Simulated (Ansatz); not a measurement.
Input:

```
CdSe
1.0
    4.23008     0.00000     0.00000
    2.11504     3.66336     0.00000
    2.11504    -1.22112     3.48224
Cd Se
1 1
Direct
  0.99881   0.00059   0.00178
  0.50119   0.24941   0.74822
```

No spin polarisation.

Computed with LDA (Ansatz, a program for electronic structure), spin-orbit coupling left out. Settings: 10×10×10 k-points, 0.05 eV Fermi–Dirac smearing.

Problem. Predict the pressure, valence-band top at Γ and gap character.

Solution. 
* **Pressure (mean of the normal stresses, compression positive)**: 0.26 GPa
* **Valence-band top at Γ (three highest levels, from the VBM)**: 0.00, 0.00, -0.04 eV
* **Gap character**: direct at Γ

The cells carry an imposed strain or load. Stability against distortions was not tested. The cell was made from CdSe in the zinc blende structure (space group F-43m, No. 216) by this change: biaxial strain −0.42 %, plane normal [111], relaxed out of plane.
